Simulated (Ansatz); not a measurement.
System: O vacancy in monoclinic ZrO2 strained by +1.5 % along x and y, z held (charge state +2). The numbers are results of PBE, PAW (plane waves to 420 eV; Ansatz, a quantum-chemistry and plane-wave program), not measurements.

Settings: 96 host sites, the strained lattice (strain from the relaxed PBE one, atoms relaxed), the Γ point alone, smearing 0.01 eV, spin-restricted, no image-charge correction. Static, classical nuclei. The charge state is imposed; whether it is stable for some Fermi level was not computed. Forms of the defect that were not tried may lie lower. The start lies 0.54 eV above the lowest site run (PBE).

Barriers: single points on a 2×2×2 k-point mesh shifted by half a step at the bands' geometries.

The step: a nearby O atom hops onto the vacant site. Atoms about the jump, Cartesian Å from the middle of the jump, before and after:

```csv
atom,x0,y0,z0,x1,y1,z1
O1,0.03,-0.90,0.12,-0.03,0.90,-0.12
Zr2,-0.99,-0.35,-1.70,-0.97,-0.16,-1.69
Zr3,0.97,0.16,1.69,0.99,0.35,1.70
O4,1.79,1.72,0.65,2.17,1.81,0.84
O5,-2.17,-1.81,-0.84,-1.79,-1.72,-0.65
O6,-0.66,1.41,2.42,-0.67,1.43,2.55
O7,0.67,-1.43,-2.55,0.66,-1.41,-2.42
O8,0.22,1.34,-2.64,0.25,1.36,-2.79
O9,-0.25,-1.36,2.79,-0.22,-1.34,2.64
Zr10,1.56,2.52,-1.21,1.41,2.37,-1.09
Zr11,-1.41,-2.37,1.09,-1.56,-2.52,1.21
O12,-2.64,-0.92,1.86,-2.69,-0.96,1.91
O13,2.69,0.96,-1.91,2.64,0.92,-1.86
O14,-2.62,0.91,-1.86,-2.68,0.92,-1.89
O15,2.68,-0.92,1.89,2.62,-0.91,1.86
Zr16,-1.47,3.03,1.20,-1.46,2.96,1.17
Zr17,1.46,-2.96,-1.17,1.47,-3.03,-1.20
```

Problem. Give the saddle-point geometry and the barrier.

Solution. 
```json
[
 {"atom": "O1", "x": "0.00", "y": "0.00", "z": "0.00"},
 {"atom": "Zr2", "x": "-1.00", "y": "-0.25", "z": "-1.73"},
 {"atom": "Zr3", "x": "1.00", "y": "0.26", "z": "1.72"},
 {"atom": "O4", "x": "2.04", "y": "1.83", "z": "0.79"},
 {"atom": "O5", "x": "-2.04", "y": "-1.82", "z": "-0.79"},
 {"atom": "O6", "x": "-0.65", "y": "1.45", "z": "2.50"},
 {"atom": "O7", "x": "0.65", "y": "-1.44", "z": "-2.51"},
 {"atom": "O8", "x": "0.22", "y": "1.35", "z": "-2.71"},
 {"atom": "O9", "x": "-0.22", "y": "-1.35", "z": "2.70"},
 {"atom": "Zr10", "x": "1.53", "y": "2.46", "z": "-1.15"},
 {"atom": "Zr11", "x": "-1.53", "y": "-2.45", "z": "1.14"},
 {"atom": "O12", "x": "-2.66", "y": "-0.92", "z": "1.87"},
 {"atom": "O13", "x": "2.66", "y": "0.93", "z": "-1.88"},
 {"atom": "O14", "x": "-2.67", "y": "0.92", "z": "-1.89"},
 {"atom": "O15", "x": "2.67", "y": "-0.92", "z": "1.88"},
 {"atom": "Zr16", "x": "-1.49", "y": "3.02", "z": "1.20"},
 {"atom": "Zr17", "x": "1.49", "y": "-3.01", "z": "-1.21"}
]
```
It lies 0.26 eV above the start and 0.26 eV above the end. The saddle point's order was not checked, and it lies on a symmetry element of the cell, where a band can be held.
